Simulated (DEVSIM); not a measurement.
System: abrupt Ge p-n junction, at 300 K.

```
layer (left to right)  material  thickness (μm)  Nd (cm⁻³)  Na (cm⁻³)  τn (s)  τp (s)
---------------------  --------  --------------  ---------  ---------  ------  ------
1                            Ge            6.00          -     7.1e16  3.6e-5  3.6e-5
2                            Ge            2.30     8.6e17          -  3.6e-5  3.6e-5
```

Left contact: ohmic. Right contact: ohmic. Voltage is applied to the left contact. Recombination: SRH at mid-gap, radiative, Auger. Mobility is μmin + (μ − μmin)/(1 + (N/Nref)^α).

Constants are typed, rounded textbook-type inputs, not results; the design itself was drawn at random and stands for no fabricated device. Values at 300 K.

```
parameter           Ge
-------------  -------
gap (eV)         0.664
affinity (eV)        4
permittivity        16
Nc (cm⁻³)      1.04e19
Nv (cm⁻³)         6e18
μn (cm²/Vs)       3900
μp (cm²/Vs)       1900
μn,min             150
μp,min             100
Nref,n          2.6e17
Nref,p            4e17
αn                0.56
αp                 0.6
B (cm³/s)      6.4e-14
Cn (cm⁶/s)       1e-31
Cp (cm⁶/s)       1e-31
```

DEVSIM, 1D drift-diffusion, Boltzmann statistics, complete ionisation; no tunnelling, impact ionisation, image-force lowering or self-heating.

Tabulate band edges, carrier densities and field at zero bias.

Energies count from the Fermi level of the right contact; mesh points crowd at the junctions.

```
x (μm)   Ec (eV)  Ev (eV)  n (cm⁻³)  p (cm⁻³)  field (V/cm)
-------  -------  -------  --------  --------  ------------
0.000      0.549   -0.115     6.2e9    7.1e16           ≈ 0
0.02803    0.549   -0.115     6.2e9    7.1e16           ≈ 0
0.08853    0.549   -0.115     6.2e9    7.1e16           ≈ 0
0.2191     0.549   -0.115     6.2e9    7.1e16           ≈ 0
0.6453     0.549   -0.115     6.2e9    7.1e16           ≈ 0
1.421      0.549   -0.115     6.2e9    7.1e16           ≈ 0
3.000      0.549   -0.115     6.2e9    7.1e16           ≈ 0
4.925      0.549   -0.115     6.2e9    7.1e16           ≈ 0
5.515      0.549   -0.115     6.2e9    7.1e16           ≈ 0
5.779      0.549   -0.115     6.2e9    7.1e16           -12
5.910      0.524   -0.140    1.7e10    2.6e16        -12000
5.983      0.249   -0.415    6.8e14    6.5e11        -66000
6.005      0.089   -0.575    3.3e17     1.3e9        -42000
6.040      0.064   -0.600    8.6e17     5.1e8           -81
6.149      0.064   -0.600    8.6e17     5.1e8           ≈ 0
6.347      0.064   -0.600    8.6e17     5.1e8           ≈ 0
6.769      0.064   -0.600    8.6e17     5.1e8           ≈ 0
7.505      0.064   -0.600    8.6e17     5.1e8           ≈ 0
8.023      0.064   -0.600    8.6e17     5.1e8           ≈ 0
8.183      0.064   -0.600    8.6e17     5.1e8           ≈ 0
8.258      0.064   -0.600    8.6e17     5.1e8           ≈ 0
8.300      0.064   -0.600    8.6e17     5.1e8           ≈ 0
```
